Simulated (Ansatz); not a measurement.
Take ZrSi in the rock salt structure (space group Fm-3m, No. 225; a = 5.3969 Å; a hypothetical phase, not in the database extracts checked) as the base.

(Cell as relaxed with PBE.)

Levels (all Ansatz, an electronic-structure program, PAW, earlier PAW set): PBE (420 eV, no SOC); PBEsol (420 eV, no spin-orbit coupling).

Each level relaxes its own structure.

```tsv
base	PBE	PBEsol
volume per atom	19.65 Å³	19.05 Å³
lattice parameter a	5.397 Å	5.342 Å
band gap	zero	zero
```

Modification: every Si is replaced by Pb, then cell and atoms are relaxed.

| quantity | PBE | PBEsol |
|---|---|---|
| shortest interatomic distance | 2.977 Å | ? |
| band gap | zero | ? |

**Question.** Given the PBE results, estimate those of PBEsol.

**Answer.** 
- shortest interatomic distance, PBEsol: 2.935 Å
- band gap, PBEsol: zero

PBE's shortest interatomic distance lies 0.042 Å above PBEsol's (1.4 %); the two agree on the band gap. Neither level is exact; PBEsol is the comparison here, not a measurement.

With Pb present, leaving out spin-orbit coupling can change the band edges. Stability against distortions was not tested. As relaxed here, ZrPb is a hypothetical phase, not in the database extracts checked. All final runs are without spin polarisation.
